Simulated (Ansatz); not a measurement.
Take LiF in the rock salt structure (space group Fm-3m, No. 225) as the base.

```xyz
2
Lattice="0.0000 1.9951 1.9951 1.9951 0.0000 1.9951 1.9951 1.9951 0.0000" Properties=species:S:1:pos:R:3 pbc="T T T"
F      0.0000     0.0000     0.0000
Li     1.9951     1.9951     1.9951
```

Cartesian axes are those of the cell as printed.

The values are results of plane-wave PAW DFT at the r2SCAN level (Ansatz, a first-principles code, 500 eV), no SOC, not measurements.

Before the change:

| Property | Value |
|---|---|
| Smallest direct gap | 10.33 eV |
| Band gap | 10.33 eV |
| Shortest interatomic distance | 3.770 bohr |

It is then changed as follows: a free-standing slab of 2 layers (4 atoms, 2 a layer) is cut normal to the z axis, with 15 Å of vacuum and the in-plane cell held at bulk.

What happens to the smallest direct gap, band gap, gap character, excess energy per area of both faces and shortest interatomic distance?

The smallest direct gap shrinks by 2.574 eV (10.33 eV → 7.75 eV); the band gap decreases by 2.66 eV, from 10.33 eV to 7.67 eV; the gap character comes out as indirect, Γ–X (71 % along) → Γ; the excess energy per area of both faces (slab less bulk energy over the cell's area: twice a surface energy) is 0.86 J/m²; the shortest interatomic distance falls by 0.0627 bohr, from 3.770 bohr to 3.708 bohr.

Slab and bulk use different k-meshes, which limits the precision of the excess energy. Whether these cells are dynamically stable was not tested. k-point labels follow each cell's own Brillouin zone.
